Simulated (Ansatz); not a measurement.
Bulk modulus of C (model structure, Fm-3m, No. 225, 1 atom in the cell) at several levels of theory

No measured value is used here.

```
level (code)     value (GPa)  cell (Å³/atom)
---------------  -----------  --------------
LDA (Ansatz)             184            6.87
PBEsol (Ansatz)          176            7.00
r²SCAN (Ansatz)          153            7.42
```

LDA, PBEsol, r²SCAN: the bulk modulus is −V dP/dV from two relaxed cells at ±2 % in volume. Each level is taken at its own relaxed cell. Cutoffs differ between the levels. Ansatz's density-functional and Hartree–Fock values are scalar-relativistic unless marked +SOC, with PAW data made under PBE.

A model structure was made by putting elements into a prototype or built by hand; it is no filed structure, need not be a known phase, and can be a saddle point held by its symmetry.

Ansatz is a quantum-chemistry and plane-wave program.
